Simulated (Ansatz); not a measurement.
Base system: MoSi2 (space group I4/mmm, No. 139).

```xyz
3
Lattice="-1.6009 1.6009 3.9093 1.6009 -1.6009 3.9093 1.6009 1.6009 -3.9093" Properties=species:S:1:pos:R:3 pbc="T T T"
Mo     0.0000     0.0000     0.0000
Si     0.0000     0.0000     2.6216
Si     0.0000     0.0000     5.1970
```

Cartesian axes are those of the cell as printed.

Calculations: r2SCAN (Ansatz, an electronic-structure program), no spin-orbit coupling.

Base values:

```
Quantity                         Value
-----------------------------  -------
Band gap                          zero
Shortest interatomic distance  2.575 Å
```

The change: biaxial strain +3.58 %, plane normal [001], relaxed out of plane (Cartesian); in-plane vectors clamped, the third vector and the atoms free.

Task: Estimate the effect on the band gap, shortest interatomic distance and energy relative to the base.

Result: The band gap remains zero; the shortest interatomic distance drops by 0.0358 Å to 2.540 Å; the energy grows by 49 meV/atom.

A case with no gap was solved on a k-mesh chosen for an insulator, which is coarse for it. Without a gap, meshes like the base's 14×14×14 leave anisotropic stresses uncertain by several tenths of a GPa, and small strain energies with them. Whether these cells are dynamically stable was not tested. All final runs are without spin polarisation.
